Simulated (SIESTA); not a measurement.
Band structure of a (001) slab of LaAs (cut from a parent of space group no. 225; 8 atoms in the cell).

```yaml
crystal:
  lattice:
    - [4.26025, 0.00000, 0.00000]
    - [-4.26025, 4.26025, 0.00000]
    - [0.00000, 0.00000, 25.22660]
  atoms:
    - { symbol: As, position: [0.00000, 0.00000, 0.43905] }
    - { symbol: As, position: [0.00000, 0.50000, 0.31713] }
    - { symbol: As, position: [0.00000, 0.00000, 0.68287] }
    - { symbol: As, position: [0.00000, 0.50000, 0.56095] }
    - { symbol: La, position: [0.00000, 0.50000, 0.43905] }
    - { symbol: La, position: [0.00000, 0.00000, 0.31713] }
    - { symbol: La, position: [0.00000, 0.50000, 0.68287] }
    - { symbol: La, position: [0.00000, 0.00000, 0.56095] }
```

Computed with GGA PBEsol, numerical atomic orbitals TZP, PseudoDojo PBEsol standard norm-conserving potentials (rewritten from UPF to PSML) run with SIESTA.

Settings: XC.functional = GGA; XC.authors = PBEsol; potentials = PseudoDojo PBEsol standard; PAO.BasisSize = TZP; PAO.EnergyShift = 0.01 Ry; MeshCutoff = 350 Ry; kgrid.MonkhorstPack = 5 5 1; OccupationFunction = FD; ElectronicTemperature = 100 meV; Slab.DipoleCorrection = vacuum; MaxSCFIterations = 150; SCF.Mixer.Method = Pulay; SCF.Mixer.Weight = 0.2; SCF.Mixer.History = 8.

The starting cell comes from a database of published, mostly measured structures (it also holds non-ambient and calculated ones), without a prior relaxation at this level. The slab is cut from that crystal, and its faces are unrelaxed. Its lattice was rescaled in the plane by a random factor within 2.5 % of one. Spin polarisation is off, though cut faces can carry moments; the slab shows no gap. Values carry the incompleteness of an atom-centred basis.

Levels in eV from the Fermi level, bands 49 to 54:
```json
[
 {"point": "M", "49": "-0.55", "50": "-0.55", "51": "-0.52", "52": "-0.52", "53": "0.01", "54": "0.01"},
 {"point": "Γ", "49": "-0.26", "50": "-0.25", "51": "0.00", "52": "0.00", "53": "0.28", "54": "0.29"},
 {"point": "X", "49": "-2.08", "50": "-2.08", "51": "-1.67", "52": "-1.67", "53": "2.29", "54": "2.29"}
]
```

No band crosses the Fermi level by more than 0.03 eV along this path.

Higher empty bands are left out: an atom-centred basis made for the valence describes them poorly.
